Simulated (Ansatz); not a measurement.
Start from KZnF$_{3}$ in the cubic perovskite structure (space group Pm-3m, No. 221; a = 4.1275 Å).

Calculations: Ansatz (a first-principles code) PBE, no spin-orbit coupling.

One change was made to it. Results:

The band gap rises by 0.03 eV to 3.74 eV; the gap character is still indirect, R → Γ; the electron mass remains 0.44 mₑ (at Γ); the shortest interatomic distance drops by 0.007 Å, from 2.064 Å to 2.057 Å.

**Question.** Which change produced these results?
(A) pressure 7.5 GPa
(B) pressure −1 GPa
(C) pressure −2 GPa
(D) pressure 0.7 GPa

**Answer.** D, pressure 0.7 GPa. For comparison, the band gap in the other runs: pressure −1 GPa gives 3.67 eV; pressure 7.5 GPa gives 3.94 eV; pressure −2 GPa gives 3.63 eV.

Load acts through the strain it causes; cell and atoms are relaxed under it. Masses are band curvatures over ±0.01 Å⁻¹ around the edge. No phonon test of stability was made. Competing high-pressure phases were not computed. Many cubic perovskites are stable only at high temperature; tilts and polar distortions were not tested.
